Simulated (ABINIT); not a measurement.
## Worked example: self-consistent single point of CdGa₂Se₂S₂ (C2, 7 atoms in the cell) in ABINIT

Method of the run: PBEsol, PAW (JTH v2.0 PBE PAW, files made for PBE) (plane waves; ABINIT).

This input was run:

```
# CdGa2(SeS)2, JTH v2.0 PBE PAW
pp_dirpath "./"
pseudos "Cd.GGA_PBE-JTH.xml, Ga.GGA_PBE-JTH.xml, Se.GGA_PBE-JTH.xml, S.GGA_PBE-JTH.xml"
acell 6.6729135407 6.6729135407 5.7348094414 Angstrom
rprim
         0.6041131772   -0.7968985313    0.0000000000
         0.6041131772    0.7968985313   -0.0000000000
        -0.6899392282   -0.0000000000    0.7238672954
natom 7
ntypat 4
znucl 48 31 34 16
typat 1 2 2 3 3 4 4
xred
         0.9963200000    0.0036800000    0.0000000000
         0.2542400000    0.7457600000    0.5000000000
         0.4952900000    0.5047100000    0.0000000000
         0.4133100000    0.1392300000    0.5342600000
         0.8607700000    0.5866900000    0.4657400000
         0.1444100000    0.4143300000    0.0198500000
         0.5856700000    0.8555900000    0.9801500000
ecut 21 Ha
pawecutdg 42 Ha
pawxcdev 0
ixc -116133
occopt 1
nband 34
kptopt 1
ngkpt 3 3 3
nshiftk 1
shiftk 0 0 0
nstep 100
tolvrs 1.0e-10
diemac 6
prtwf 0
prtden 0
enunit 1
```

Log, with long lists cut:

```
 Symmetries : space group C2 (#  5); Bravais mC (1-face-center monocl.)

 -outvars: echo values of preprocessed input variables --------
            acell      1.2609979100E+01  1.2609979100E+01  1.0837219269E+01 Bohr
           diemac      6.00000000E+00
             ecut      2.10000000E+01 Hartree
           enunit           1
              ixc     -116133
         kptrlatt        3    0    0      0    3    0      0    0    3
          kptrlen      3.25116578E+01
            natom           7
            nband          34
            ngfft          54      54      48
          ngfftdg          75      75      64
             nkpt          10
            nstep         100
             nsym           2
           ntypat           4
        pawecutdg      4.20000000E+01 Hartree
         pawxcdev           0
            rprim      6.0411317720E-01 -7.9689853130E-01  0.0000000000E+00
                       6.0411317720E-01  7.9689853130E-01 -0.0000000000E+00
                      -6.8993922820E-01 -0.0000000000E+00  7.2386729540E-01
          spgroup           5
           tolvrs      1.00000000E-10
            typat      1  2  2  3  3  4  4
           useylm           1
             xred      9.9632000000E-01  3.6800000000E-03  0.0000000000E+00
                       2.5424000000E-01  7.4576000000E-01  5.0000000000E-01
                       4.9529000000E-01  5.0471000000E-01  0.0000000000E+00
                       4.1331000000E-01  1.3923000000E-01  5.3426000000E-01
                       8.6077000000E-01  5.8669000000E-01  4.6574000000E-01
                       1.4441000000E-01  4.1433000000E-01  1.9850000000E-02
                       5.8567000000E-01  8.5559000000E-01  9.8015000000E-01
            znucl       48.00000   31.00000   34.00000   16.00000

== DATASET  1 ==================================================================

 Real(R)+Recip(G) space primitive vectors, cartesian coordinates (Bohr,Bohr^-1):
 R(1)=  7.6178545-10.0488738  0.0000000  G(1)=  0.0656353 -0.0497568  0.0625589
 R(2)=  7.6178545 10.0488738  0.0000000  G(2)=  0.0656353  0.0497568  0.0625589
 R(3)= -7.4770227  0.0000000  7.8447086  G(3)=  0.0000000  0.0000000  0.1274745
 Unit cell volume ucvol=  1.2010384E+03 bohr^3
 Angles (23,13,12)=  1.14632809E+02  1.14632809E+02  1.05669893E+02 degrees

 Coarse grid specifications (used for wave-functions):

 getcut: wavevector=  0.0000  0.0000  0.0000  ngfft=  54  54  48
         ecut(hartree)=     21.000   => boxcut(ratio)=   2.07615

 Fine grid specifications (used for densities):

 getcut: wavevector=  0.0000  0.0000  0.0000  ngfft=  75  75  64
         ecut(hartree)=     42.000   => boxcut(ratio)=   2.01165

   8.79959489E+03                                ecore*ucvol(ha*bohr**3)

_setup2: Arith. and geom. avg. npw (full set) are    5517.370    5517.364

--- !BeginCycle
solver: {iscf: 17, nstep: 100, nline: 4, wfoptalg: 10, }
tolerances: {tolvrs: 1.00E-10, }
...

     iter   Etot(hartree)      deltaE(h)  residm     nres2
 ETOT  1  -245.14912671880    -2.451E+02 2.407E-01 1.012E+01
 ETOT  2  -245.61777620602    -4.686E-01 2.331E-02 3.665E+00
 ETOT  3  -245.60903394221     8.742E-03 1.882E-02 1.474E+00
 ETOT  4  -245.62693230574    -1.790E-02 7.437E-02 1.400E+02
 ETOT  5  -245.64568313571    -1.875E-02 4.007E-02 4.621E+02
 ETOT  6  -245.72086101585    -7.518E-02 6.468E-02 3.353E+03
   [... 68 lines left out ...]
 ETOT 75  -245.61011922937    -3.215E-10 3.003E-04 1.562E-07
 ETOT 76  -245.61011922867     7.036E-10 2.473E-04 2.259E-09
 ETOT 77  -245.61011922867    -7.674E-13 6.439E-04 8.258E-10
 ETOT 78  -245.61011922867     3.411E-13 1.531E-03 1.801E-10
 ETOT 79  -245.61011922867     1.762E-12 7.918E-04 5.943E-11

 At SCF step   79       nres2   =  5.94E-11 < tolvrs=  1.00E-10 =>converged.

 Cartesian components of stress tensor (hartree/bohr^3)
  sigma(1 1)=  9.35099018E-05  sigma(3 2)=  0.00000000E+00
  sigma(2 2)=  8.73816535E-05  sigma(3 1)=  4.66513379E-07
  sigma(3 3)=  9.33132661E-05  sigma(2 1)=  0.00000000E+00

 ----iterations are completed or convergence reached----

 reduced coordinates (array xred) for    7 atoms
       0.996320000000      0.003680000000      0.000000000000
       0.254240000000      0.745760000000      0.500000000000
       0.495290000000      0.504710000000      0.000000000000
       0.413310000000      0.139230000000      0.534260000000
       0.860770000000      0.586690000000      0.465740000000
       0.144410000000      0.414330000000      0.019850000000
       0.585670000000      0.855590000000      0.980150000000
 cartesian forces (eV/Angstrom) at end:
    1     -0.00000000000000     0.00282864858347    -0.00000000000000
    2     -0.00000000000000     0.04128232416521    -0.00000000000000
    3     -0.00000000000000    -0.03948863512223    -0.00000000000000
    4     -0.07293855544161     0.05724290357992    -0.03166022644955
    5      0.07293855544161     0.05724290357992     0.03166022644955
    6     -0.02405151068009    -0.05955407239315     0.06464852300453
    7      0.02405151068009    -0.05955407239315    -0.06464852300453
 frms,max,avg= 4.3138248E-02 7.2938555E-02   0.000E+00 -1.571E-03  0.000E+00 e/A
 length scales= 12.609979100347 12.609979100347 10.837219268533 bohr
              =  6.672913540700  6.672913540700  5.734809441400 angstroms
 Fermi (or HOMO) energy (eV) =   1.50508   Average Vxc (eV)=  -8.98244
 Eigenvalues (   eV  ) for nkpt=  10  k points:
 kpt#   1, nband= 34, wtk=  0.03704, kpt=  0.0000  0.0000  0.0000 (reduced coord)
 -12.76183  -12.74136  -12.70213  -12.58831  -12.56934  -12.56203  -12.53787  -12.52673
 -12.50535  -12.49439  -11.41020   -9.94361   -9.82533   -9.78735   -5.85141   -5.80778
  -5.78543   -5.76851   -5.76609   -4.83531   -3.07317   -1.72544   -1.61153   -1.53781
  -1.15434   -0.69940   -0.14873    0.09926    1.40318    1.41787    1.50508    2.90312
   3.10844    4.68899
 prteigrs : prtvol=0 or 1, do not print more k-points.

--- !EnergyTerms
comment             : Components of total free energy in Hartree
kinetic             :  3.82030601829663E+01
hartree             :  8.20444555699236E+01
xc                  : -2.61448835454019E+01
Ewald energy        : -1.39705425804670E+02
psp_core            :  7.32665595503211E+00
local_psp           : -2.18881764230433E+02
spherical_terms     :  1.15477846633427E+01
total_energy        : -2.45610117209240E+02
total_energy_eV     : -6.68339117928021E+03
...

-Cartesian components of stress tensor (GPa)         [Pressure= -2.6891E+00 GPa]
- sigma(1 1)=  2.75115583E+00  sigma(3 2)=  0.00000000E+00
- sigma(2 2)=  2.57085657E+00  sigma(3 1)=  1.37252952E-02
- sigma(3 3)=  2.74537061E+00  sigma(2 1)=  0.00000000E+00

 Calculation completed.
```

The run converged in 79 iterations.

The starting cell comes from a database of computed structures (which also holds hypothetical and non-ambient phases and stackings), without a prior relaxation at this level. The potentials were made for another functional than the one used.

Cost on one core of a shared machine: roughly 20 min.
